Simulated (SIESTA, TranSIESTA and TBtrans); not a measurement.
Run with TranSIESTA and TBtrans (open boundaries, self-consistent; PseudoDojo norm-conserving potentials, scalar-relativistic): Spin polarized, PAO.BasisSize DZP, PAO.EnergyShift 0.15 eV, XC.Authors PBE, Mesh.Cutoff 200 Ry, ElectronicTemperature 300 K, TS.Voltage 0.0 eV, TBT.Elecs.Eta 0.001 eV.

Device: Fe chain with one bond stretched by 3.0 Å. Leads: straight Fe chain, spacing 2.25 Å. Geometry: as built, not relaxed.

Q: Give the largest eigenchannel transmissions at the Fermi level (four at most) and the total.

A: Up: 0.074 (total 0.074); down: 0.042 (total 0.042). The magnetic order of the leads was set by the start, and no other order was tried; the separate lead runs end at 3.39 (left) and 3.39 (right) μB an atom. The straight chain is held at its spacing; free chains may zigzag or dimerise.
